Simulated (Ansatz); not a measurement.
Input:

```
CELL_PARAMETERS angstrom
     -2.55176     2.55176     5.77857
      2.55176    -2.55176     5.77857
      2.55176     2.55176    -5.77857
ATOMIC_POSITIONS crystal
  Bi 0.75000 0.25000 0.50000
  Bi 0.00000 0.00000 0.00000
  V  0.25000 0.75000 0.50000
  V  0.50000 0.50000 0.00000
  O  0.08035 0.96922 0.39127
  O  0.57795 0.68908 0.60873
  O  0.71922 0.82795 0.38887
  O  0.43908 0.33035 0.61113
  O  0.66965 0.28078 0.10873
  O  0.17205 0.56092 0.89127
  O  0.03078 0.42205 0.11113
  O  0.31092 0.91965 0.88887
```

No spin polarisation.

Calculations: plane-wave PAW DFT at the r2SCAN level (Ansatz, a program for electronic structure, 500 eV), without spin-orbit coupling, earlier PAW set. Γ-centred 7×7×7 mesh, Fermi–Dirac width 0.05 eV.

Q: Predict the gap character and smallest direct gap.

A: Gap character: indirect, Γ–X (71 % along) → N
Smallest direct gap: 2.50 eV

Spin-orbit coupling, missing from the scalar runs, can matter with Bi. Load acts through the strain it causes; cell and atoms are relaxed under it. No phonon test of stability was made. The final runs are not spin-polarised. The cell was made from VBiO4 (space group I4_1/a, No. 88) by this change: pressure 1.8 GPa.
